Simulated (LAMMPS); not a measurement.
Molecular dynamics of a melt made from Ni (fcc), 108 atoms, at 1900 K and 0 GPa, brought to that temperature within a few picoseconds.

All values are model results, not measurements: classical MD, pair style eam/alloy, file CuNi.eam.alloy; code LAMMPS.

| frequency (THz) | spectral density (1/THz) |
|---|---|
| 0.08450 | 0.0628 |
| 0.4220 | 0.0667 |
| 0.7595 | 0.0764 |
| 1.097 | 0.0896 |
| 1.434 | 0.1025 |
| 1.772 | 0.1076 |
| 2.109 | 0.1167 |
| 2.447 | 0.1204 |
| 2.785 | 0.1221 |
| 3.122 | 0.1293 |
| 3.460 | 0.1348 |
| 3.797 | 0.1295 |
| 4.135 | 0.1273 |
| 4.472 | 0.1206 |
| 4.809 | 0.1140 |
| 5.146 | 0.1181 |
| 5.485 | 0.1167 |
| 5.822 | 0.1086 |
| 6.159 | 0.1076 |
| 6.497 | 0.1054 |
| 6.835 | 0.0990 |
| 7.172 | 0.0957 |
| 7.510 | 0.0884 |
| 7.846 | 0.0788 |
| 8.184 | 0.0719 |
| 8.522 | 0.0614 |
| 8.860 | 0.0526 |
| 9.197 | 0.0426 |
| 9.534 | 0.0332 |
| 9.872 | 0.0278 |
| 10.21 | 0.0235 |
| 10.55 | 0.0200 |
| 10.88 | 0.0165 |
| 11.22 | 0.0133 |
| 11.56 | 0.0111 |
| 11.90 | 0.0096 |
| 12.23 | 0.0081 |
| 12.57 | 0.0067 |
| 12.91 | 0.0056 |
| 13.25 | 0.0049 |
| 13.58 | 0.0044 |
| 13.92 | 0.0037 |
| 14.26 | 0.0030 |
| 14.60 | 0.0027 |
| 14.93 | 0.0023 |
| 15.27 | 0.0020 |
| 15.61 | 0.0018 |
| 15.95 | 0.0016 |
| 16.28 | 0.0013 |
| 16.62 | 0.0012 |

The data show:
- state found: liquid
- mean frequency of the velocity spectrum: 4.9 THz
